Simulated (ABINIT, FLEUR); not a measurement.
A FLEUR input for a self-consistent single point of Ti₃Al (P-6m2, 4 atoms in the cell) (DFT, PBEsol, all-electron FLAPW (FLEUR), scalar-relativistic valence):

Input of the input generator:

```
Ti3Al
&input film=f /
5.5322488073 0.0000000027 0.0000000000
-2.7661244060 4.7910680059 0.0000000000
0.0000000000 0.0000000000 17.4352935272
1.0
1.0 1.0 1.0

4
22 0.6666666667 0.3333333333 -0.0000000000
22 0.3333333333 0.6666666667 0.7505900000
22 0.3333333333 0.6666666667 0.2494100000
13 0.6666666667 0.3333333333 0.5000000000

&comp jspins=1 /
&exco xctyp='PBEs' /
&kpt div1=10 div2=10 div3=3 gamma=t /
&end /
```

```xml
<?xml version="1.0" encoding="UTF-8" standalone="no"?>
<fleurInput fleurInputVersion="0.39">
   <comment>
      Ti3Al                                                                                               
   </comment>
   <calculationSetup>
      <cutoffs Kmax="4.0" Gmax="16.0" GmaxXC="16.0" numbands="0"/>
      <scfLoop itmax="60" minDistance="0.00001" maxIterBroyd="99" imix="Anderson" alpha="0.05" precondParam="0.0" spinf="2.0"/>
      <coreElectrons ctail="T" frcor="F" kcrel="0" coretail_lmax="0"/>
      <xcFunctional name="PBEs" relativisticCorrections="F"/>
      <magnetism jspins="1"/>
      <soc l_soc="F" theta="0.0" phi="0.0" spav="F"/>
      <expertModes spex="0" secvar="F"/>
      <geometryOptimization l_f="T" forcealpha="1.0" forcemix="BFGS" epsdisp="0.00001" epsforce="0.00001"/>
      <ldaU l_linMix="F" mixParam="0.05" spinf="1.0"/>
   </calculationSetup>
   <cell>
      <bzIntegration valenceElectrons="39.0" mode="gauss" fermiSmearingEnergy="0.00499791">
         <kPointListSelection listName="default-1"/>
         <!-- k-points included here -->
         <xi:include xmlns:xi="http://www.w3.org/2001/XInclude" href="kpts.xml"> </xi:include>
      </bzIntegration>
      <!-- symmetry operations included here -->
      <xi:include xmlns:xi="http://www.w3.org/2001/XInclude" href="sym.xml"> </xi:include>
      <bulkLattice scale="1.0">
         <bravaisMatrix>
            <row-1>    5.5322488073000002     0.0000000027000000     0.0000000000000000</row-1>
            <row-2>   -2.7661244059999999     4.7910680058999997     0.0000000000000000</row-2>
            <row-3>    0.0000000000000000     0.0000000000000000    17.4352935271999989</row-3>
         </bravaisMatrix>
      </bulkLattice>
   </cell>
   <atomSpecies>
      <species name="Titanium (Ti)" element="Ti" atomicNumber="22">
         <mtSphere radius="2.47" gridPoints="869" logIncrement="0.014"/>
         <atomicCutoffs lmax="10" lnonsphr="8"/>
         <electronConfig flipSpins="F">
            <coreConfig>(1s1/2) (2s1/2) (2p1/2) (2p3/2)</coreConfig>
            <valenceConfig>(3s1/2) (3p1/2) (3p3/2) (4s1/2) (3d3/2) (3d5/2)</valenceConfig>
            <stateOccupation state="(3d3/2)" spinUp="0.4" spinDown="0.4"/>
            <stateOccupation state="(3d5/2)" spinUp="0.6" spinDown="0.6"/>
         </electronConfig>
         <energyParameters s="4" p="4" d="3" f="4"/>
         <lo type="SCLO" l="0" n="3" eDeriv="0"/>
         <lo type="SCLO" l="1" n="3" eDeriv="0"/>
      </species>
      <species name="Aluminum (Al)" element="Al" atomicNumber="13">
         <mtSphere radius="2.49" gridPoints="877" logIncrement="0.013"/>
         <atomicCutoffs lmax="10" lnonsphr="8"/>
         <electronConfig flipSpins="F">
            <coreConfig>(1s1/2) (2s1/2) (2p1/2) (2p3/2)</coreConfig>
            <valenceConfig>(3s1/2) (3p1/2) (3p3/2)</valenceConfig>
            <stateOccupation state="(3p1/2)" spinUp="0.1666666666667" spinDown="0.1666666666667"/>
            <stateOccupation state="(3p3/2)" spinUp="0.3333333333333" spinDown="0.3333333333333"/>
         </electronConfig>
         <energyParameters s="3" p="3" d="3" f="4"/>
      </species>
   </atomSpecies>
   <atomGroups>
      <atomGroup species="Titanium (Ti)">
         <relPos label="                   1">-1.000/3.000 1.000/3.000 .0000000000</relPos>
         <force calculate="T" relaxXYZ="TTT"/>
      </atomGroup>
      <atomGroup species="Titanium (Ti)">
         <relPos label="                   2">1.000/3.000 -1.000/3.000 -.2494100000</relPos>
         <relPos label="                   3">1.000/3.000 -1.000/3.000 .2494100000</relPos>
         <force calculate="T" relaxXYZ="TTT"/>
      </atomGroup>
      <atomGroup species="Aluminum (Al)">
         <relPos label="                   4">-1.000/3.000 1.000/3.000 1.000/2.000</relPos>
         <force calculate="T" relaxXYZ="TTT"/>
      </atomGroup>
   </atomGroups>
   <output dos="F" band="F" slice="F">
      <checks vchk="F" cdinf="F"/>
      <bandDOS minEnergy="-.5*Htr" maxEnergy="0.5*Htr" sigma="0.015" storeEVData="T"/>
      <vacuumDOS vacdos="F" integ="F" star="F" nstars="0" locx1="0.0" locy1="0.0" locx2="0.0" locy2="0.0" nstm="0" tworkf="0.0"/>
      <unfoldingBand unfoldBand="F" supercellX="1" supercellY="1" supercellZ="1"/>
      <plotting iplot="0" polar="F">
         <plot TwoD="T" vec1="  1.0  0.0  0.0" vec2="  0.0  1.0  0.0" vec3="  0.0  0.0  1.0" zero="  0.0  0.0  0.0" file="plot"/>
      </plotting>
      <chargeDensitySlicing numkpt="0" minEigenval="0.0" maxEigenval="0.0" nnne="0" pallst="F"/>
      <specialOutput eonly="F"/>
      <magneticCircularDichroism mcd="F" energyLo="-10.0" energyUp="0.0"/>
   </output>
  <!-- We include the file relax.xml here to enable relaxations (see documentation) -->
  <xi:include xmlns:xi="http://www.w3.org/2001/XInclude" href="relax.xml"> <xi:fallback/> </xi:include>
</fleurInput>
```

Question: Give the ABINIT input for the same structure, mesh, smearing and functional.

Answer: One input that does it (others would too):

```
# Ti3Al, PseudoDojo nc-sr-04 PBEsol standard
pp_dirpath "./"
pseudos "Ti.upf, Al.upf"
acell 5.5322488073 5.5322488073 17.4352935272
rprim
         1.0000000000    0.0000000005    0.0000000000
        -0.5000000004    0.8660254035    0.0000000000
         0.0000000000    0.0000000000    1.0000000000
natom 4
ntypat 2
znucl 22 13
typat 1 1 1 2
xcart
         1.4637699965    0.8451080025    0.0000000000
        -0.0000000008    1.6902160035    6.9252135524
        -0.0000000008    1.6902160035    2.3011464476
         1.4637699965    0.8451080025    4.6131800000
      Angstrom
ecut 42 Ha
ixc -116133
occopt 7
tsmear 0.136 eV
nband 27
kptopt 1
ngkpt 10 10 3
nshiftk 1
shiftk 0 0 0
nstep 100
toldfe 1.0e-09
prtwf 0
prtden 0
prtvol 1
enunit 2
```

Basis, cutoffs, solver keys and any potentials are the target program's own. This input uses DFT, PBEsol, plane waves, norm-conserving pseudopotentials (PseudoDojo nc-sr-04 PBEsol standard).

The starting cell comes from a database of computed structures (which also holds hypothetical and non-ambient phases and stackings), without a prior relaxation at this level.
